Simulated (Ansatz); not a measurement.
A computed series for Ga2O3: pressure series

The parent structure is Ga2O3 in the corundum structure (space group R-3c, No. 167; a = 5.058 Å, c = 13.623 Å (hexagonal axes)).

Cell and atoms are relaxed at each pressure.

Calculations: plane-wave PAW DFT at the PBE level (Ansatz, an electronic-structure program, 420 eV), without spin-orbit coupling.

```
pressure (GPa)  volume per atom (Å³/atom)
--------------  -------------------------
-2                                 10.164
-1                                 10.111
0                                  10.060
0.9                                10.015
2.1                                 9.957
4.5                                 9.845
9                                   9.653
15                                      ?
22.5                                9.173
```

Fit the third-order Birch–Murnaghan form P(V) = (3B₀/2)[(V₀/V)^(7/3) − (V₀/V)^(5/3)]·[1 + (3/4)(B₀′ − 4)((V₀/V)^(2/3) − 1)] (squares taken in P) to the rows shown and predict the withheld row.

Least squares on the printed values gives V₀ = 10.060 Å³/atom, B₀ = 199 GPa, B₀′ = 4.4; this predicts 9.424 Å³/atom, and the run gives 9.424 Å³/atom, in agreement.

Load acts through the strain it causes; cell and atoms are relaxed under it. No phonon test of stability was made. No other phases were tried under pressure.
